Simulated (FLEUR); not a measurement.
Band structure of FeNi3 (Pm-3m, 4 atoms in the cell).

```yaml
crystal:
  lattice:
    - [3.55992, 0.00000, 0.00000]
    - [0.00000, 3.55992, 0.00000]
    - [0.00000, 0.00000, 3.55992]
  atoms:
    - { symbol: Fe, position: [0.00000, 0.00000, 0.00000], spin: 4.0 }
    - { symbol: Ni, position: [0.00000, 0.50000, 0.50000], spin: 2.0 }
    - { symbol: Ni, position: [0.50000, 0.00000, 0.50000], spin: 2.0 }
    - { symbol: Ni, position: [0.50000, 0.50000, 0.00000], spin: 2.0 }
```
(The spins are starting values, not results.)

Method of the run: PBE, all-electron FLAPW (FLEUR), scalar-relativistic valence in FLEUR.

Settings: Kmax = 3.6 1/bohr; GmaxXC = 10.8 1/bohr; xcFunctional = pbe; jspins = 2; l_soc = F; mode = hist; fermiSmearingEnergy = 0.00183747 Htr; mesh (inpgen div1-3) = 8 8 8; inpgen gamma flag = true; Gmax = 10.8 1/bohr; numbands = 0; maxIterBroyd = 40; imix = Anderson; alpha = 0.05.

The starting cell comes from a database of computed structures (which also holds hypothetical and non-ambient phases and stackings), without a prior relaxation at this level. Its lattice was rescaled by a random factor within 2.5 % of one. Values depend on the basis (sphere radii, cutoffs, local orbitals), which need not be converged.

Levels in eV from the Fermi level, bands 31 to 38 of the first spin channel:
```
point     31     32     33     34     35     36     37     38
-----  -----  -----  -----  -----  -----  -----  -----  -----
Γ      -0.75  -0.66  -0.66  -0.66   2.22   2.22   2.22   8.93
X      -1.56  -1.44  -1.06  -0.73  -0.64   7.47   7.47   7.54
M      -1.74  -1.54  -1.50   0.70   0.70   0.74   0.75  11.31
R      -0.84  -0.84  -0.84  -0.49  -0.49  -0.49  -0.34   5.38
```
